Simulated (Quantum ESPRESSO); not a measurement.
**Habitual settings against a tight run: NbAs (I4_1md, 4 atoms in the cell)**

Self-consistent single point.

```
CELL_PARAMETERS angstrom
      1.76222    -1.76222     6.00364
      1.76222     1.76222     6.00364
     -1.76222    -1.76222     6.00364
ATOMIC_POSITIONS crystal
  Nb 0.00000 0.74972 0.74972
  Nb 0.50000 0.99972 0.49972
  As 0.00000 0.16728 0.16728
  As 0.50000 0.41728 0.91728
```

Method of the run: PBE, GBRV 1.5 ultrasoft (PBE) pseudopotentials (plane waves; Quantum ESPRESSO).

Base settings: ecutwfc = 40 Ry; ecutrho = 320 Ry; occupations = smearing; smearing = gauss; degauss = 0.0073499 Ry; potentials = {Nb: nb_pbe_v1.uspp.F.UPF, As: as_pbe_v1.uspp.F.UPF}; K_POINTS = automatic 9 9 9 0 0 0; conv_thr = 1e-11 Ry; mixing_beta = 0.4.

Tight run (finer mesh or higher cutoff; not a proven limit): ecutwfc: 40 Ry → 56 Ry; ecutrho: 320 Ry → 448 Ry; conv_thr: 1e-11 Ry → 7.3e-11 Ry; K_POINTS: automatic 9 9 9 0 0 0 → automatic 13 13 13 0 0 0. It gave Fermi level (on the code's own zero) 13.29 eV; pressure -7.00 GPa; largest force (vector length) 0.012 eV/Å.

Quick runs, as changes from the base:
- A: the base itself
- B: ecutwfc: 40 Ry → 20 Ry; ecutrho: 320 Ry → 160 Ry; degauss: 0.0073499 Ry → 0.036749 Ry; K_POINTS: automatic 9 9 9 0 0 0 → automatic 8 8 8 1 1 1
- C: ecutwfc: 40 Ry → 20 Ry; ecutrho: 320 Ry → 160 Ry; smearing: gauss → cold; degauss: 0.0073499 Ry → 0.0099958 Ry; K_POINTS: automatic 9 9 9 0 0 0 → automatic 2 2 2 0 0 0
- D: ecutwfc: 40 Ry → 32 Ry; ecutrho: 320 Ry → 256 Ry; degauss: 0.0073499 Ry → 0.019992 Ry; conv_thr: 1e-11 Ry → 7.3e-06 Ry; K_POINTS: automatic 9 9 9 0 0 0 → automatic 2 2 2 1 1 1
- E: ecutwfc: 40 Ry → 20 Ry; ecutrho: 320 Ry → 160 Ry; degauss: 0.0073499 Ry → 0.0147 Ry; conv_thr: 1e-11 Ry → 7.3e-05 Ry; K_POINTS: automatic 9 9 9 0 0 0 → automatic 4 4 4 1 1 1
- F: ecutwfc: 40 Ry → 28 Ry; ecutrho: 320 Ry → 224 Ry; conv_thr: 1e-11 Ry → 7.3e-05 Ry; K_POINTS: automatic 9 9 9 0 0 0 → automatic 4 4 4 1 1 1

Energies are extrapolated to zero smearing width, which holds to low order in the width alone (under cold and Methfessel-Paxton smearing the free energy itself is taken).

Dashes: time of C, D, E, F, under 30 s; pressure of D, E, F, not trusted under this conv_thr with d or f elements.

The count of work is k-points × plane waves × bands × iterations; it is no time. Core times come from one kind of shared machine and are given to one figure; runs under 30 s give none.

The starting cell comes from a database of computed structures (which also holds hypothetical and non-ambient phases and stackings), without a prior relaxation at this level. Its lattice was rescaled by a random factor within 2.5 % of one. Spin polarisation is off. In the base run, with a pressure of about -7 GPa the cell is away from its equilibrium volume at this level.

```csv
run,energy less tight (meV/atom),pressure less tight (GPa),largest miss in a force vector (eV/Å),count of work / tight,core time / tight (rough)
A,8.7,0.03,0.002,0.25,0.4
B,137.0,-0.47,0.005,0.072,0.07
C,350.2,1.82,0.150,0.0044,–
D,210.3,–,0.346,0.0035,–
E,161.7,–,0.018,0.0056,–
F,63.8,–,0.026,0.0092,–
```

Among the runs at the tight run's level, the energy misses run from 8.7 to 350.2 meV/atom.
